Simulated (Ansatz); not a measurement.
L1₀ (CuAu-type) FePt was calculated with PBE-D4 (Ansatz, a quantum-chemistry and plane-wave program, plane waves, PAW).

Settings: plane-wave cutoff 520 eV, 20×20×16 k mesh (along the axes of the cell as run), Fermi–Dirac smearing 0.05 eV, spin-polarised with parallel moments, scalar-relativistic PAW data made under PBE.

Computed at the level's own relaxed cell.

Q: Give the computed bulk modulus B0, volume per atom, lattice parameter c (two-atom tetragonal cell) and magnetic moment (largest site, within a sphere).

A: 
bulk modulus B0: 219 GPa
volume per atom: 13.65 Å³/atom
lattice parameter c (two-atom tetragonal cell): 3.732 Å
magnetic moment (largest site, within a sphere): 2.93 μB

The run finds no gap.

Measured, for comparison: bulk modulus 208 GPa (room temperature, no zero-point or thermal correction; as tabulated in First-principles calculations on Fe-Pt nanoclusters of various morphologies); lattice parameter c 3.726 Å (room temperature, no zero-point or thermal correction, 0.1 GPa; as tabulated in Sawada et al. (2023), arXiv:2212.12065). Computed (rounded) less measured: bulk modulus +5 %, lattice parameter c +0.2 %. A static lattice is as a rule a little smaller and stiffer than an uncorrected measurement, which narrows the difference in the bulk modulus and would widen misses of the other sign.

Note: the bulk modulus comes from volumes at which shape and atoms were relaxed.

Moments are spin moments.

Spin–orbit coupling is not included.

Computed values are for the static lattice.

Computing time: about 10 core-minutes (a rough figure).
